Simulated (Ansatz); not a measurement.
Base system: Ru in the hcp (Mg type) structure (space group P6_3/mmc, No. 194; a = 2.692 Å, c = 4.246 Å). Axes: x lies along a and z along c of the hexagonal cell.

Calculations: PBEsol (Ansatz, an electronic-structure program, PAW, scalar-relativistic without spin-orbit coupling).

Base values:

* **Pressure**: 0.0 GPa
* **Shortest interatomic distance**: 2.631 Å
* **Band gap**: zero

Now apply this change: uniaxial strain ε_yy = −2.92 %, all other strain components held at zero, atoms relaxed at fixed cell.

Problem. Predict the new pressure.

Solution. The pressure (mean of the normal stresses, compression positive) goes from zero to 11.1 GPa.

Problem. How does this affect the shortest interatomic distance?

Solution. The shortest interatomic distance drops by 0.020 Å to 2.611 Å.

Problem. Estimate the effect on the energy relative to the base.

Solution. The energy goes up by 24 meV/atom.

Problem. What happens to the band gap?

Solution. The band gap is still zero.

Without a gap, meshes like the base's 20×20×11 leave anisotropic stresses uncertain by several tenths of a GPa, and small strain energies with them. Stability against distortions was not tested. All final runs are without spin polarisation.
